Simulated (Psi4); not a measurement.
Psi4 1.11, BP86/def2-svp: Zn(Cl)(OMe) (C[O][Zn][Cl]), 7 atoms. The geometry is a generated start, not checked to be a minimum at this level.

| Item | Value |
|---|---|
| task | energy |
| method | bp86 |
| basis | def2-svp |
| memory | 3 GB |
| maxiter | 100 |
| keys of the molecule block | symmetry c1 |
| scf_type | df (default) |
| e_convergence | 1e-06 (default) |
| d_convergence | 1e-06 (default) |
| dft_radial_points | 75 (default) |
| dft_spherical_points | 302 (default) |
| basis functions | 92 |
| grid points | 151678 |

```xyz
7

Zn    -1.2822     1.0037     0.8857
Cl    -1.6875     1.4749     2.8749
O      0.0357    -0.0424     0.3810
C      0.6025    -0.5050    -0.8073
H      0.9382     0.3143    -1.4516
H      1.4748    -1.0985    -0.5136
H     -0.0815    -1.1469    -1.3691
```

Charge 0 and multiplicity 1 are set for this test and not shown to be the ground state.

With the defaults (diis = true, scf_initial_accelerator = adiis, damping_percentage = 0, guess = auto, which took SAD, diis_max_vecs = 10, diis_start = 1, level_shift = 0, level_shift_cutoff = 0.01, soscf = false) it converges in 14 SCF iterations. One run each on 2 threads, with these changes:
- soscf = true
- guess = gwh
- guess = sadno
- diis_max_vecs = 3
- guess = huckel
- diis = false, scf_initial_accelerator = none, damping_percentage = 60
- level_shift = 0.5, level_shift_cutoff = 0.001
- diis_start = 4
- damping_percentage = 20

**Question.** Which runs fail or end elsewhere than the default run?

**Answer.** No convergence: diis = false, scf_initial_accelerator = none, damping_percentage = 60 (the run ends without SCF convergence in 100 iterations). The rest reach the solution of the defaults.

```csv
setting,SCF iterations,JK calls,end
soscf = true,10,31,same solution
guess = huckel,12,42,same solution
guess = sadno,13,13,same solution
the defaults,14,15,same solution
guess = gwh,17,17,same solution
"level_shift = 0.5, level_shift_cutoff = 0.001",20,21,same solution
diis_start = 4,22,23,same solution
damping_percentage = 20,23,24,same solution
diis_max_vecs = 3,31,32,same solution
"diis = false, scf_initial_accelerator = none, damping_percentage = 60",100,101,no convergence
```

An SOSCF iteration holds several JK calls; a Hückel guess adds calls on atoms. 1 further run of the study ended by our limits or in an error and is left out.
